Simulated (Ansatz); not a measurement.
Start from CaO in the rock salt structure (space group Fm-3m, No. 225; a = 4.767 Å).

Computed with PBEsol, PAW, 420 eV (Ansatz, an electronic-structure program; without spin-orbit coupling).

For the base:

The valley order is X along ⟨100⟩ 3.54 eV; Γ 4.78 eV and the electron mass comes out as 1.4 mₑ along k, 0.42 mₑ across (at X). The width of the top valence band is 1.26 eV.

Modification: an isotropic linear strain of +1.50 %, atoms relaxed at fixed cell.

Task: Estimate the effect on the energy relative to the base.

Result: The energy rises by 9.4 meV/atom.

Task: What happens to the valley order?

Result: The valley order (the lowest conduction-band minima on the path, energy above the VBM, named in the base's zone) changes from X along ⟨100⟩ 3.54 eV; Γ 4.78 eV to X along ⟨100⟩ 3.56 eV; Γ 4.42 eV.

Task: What happens to the electron mass?

Result: The electron mass changes from 1.4 mₑ along k, 0.42 mₑ across (at X) to 1.4 mₑ along k, 0.43 mₑ across (at X).

Task: How does this affect the width of the top valence band?

Result: The width of the top valence band shrinks by 0.09 eV, from 1.26 eV to 1.17 eV.

The levels and masses belong to the bands next to the band gap. Masses are band curvatures over ±0.01 Å⁻¹ around the edge. Along k means along the line from Γ to the band edge. Stability against distortions was not tested.
